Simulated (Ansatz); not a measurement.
# Element substitutions in GaAs

Start from GaAs in the zinc blende structure (space group F-43m, No. 216; a = 5.6590 Å).

Each row replaces one element on all its sites; cell and atoms are relaxed.

Level of theory: Kohn–Sham DFT with the PBEsol functional, run in Ansatz (a program for electronic structure) with PAW and 420 eV plane waves, no spin-orbit coupling.

**Question.** Only one of these keeps a band gap. Which?
A) Ga → Te
B) As → P
C) Ga → Nb

**Answer.** B, As → P. Computed: As → P: 1.45 eV; Ga → Te: zero; Ga → Nb: zero

No phonon test of stability was made. As relaxed here, TeAs and NbAs are hypothetical phases, not in the database extracts checked. All final runs are without spin polarisation. An odd electron count without spin: TeAs. NbAs has a high density of states at the Fermi level and may be magnetic at this level.
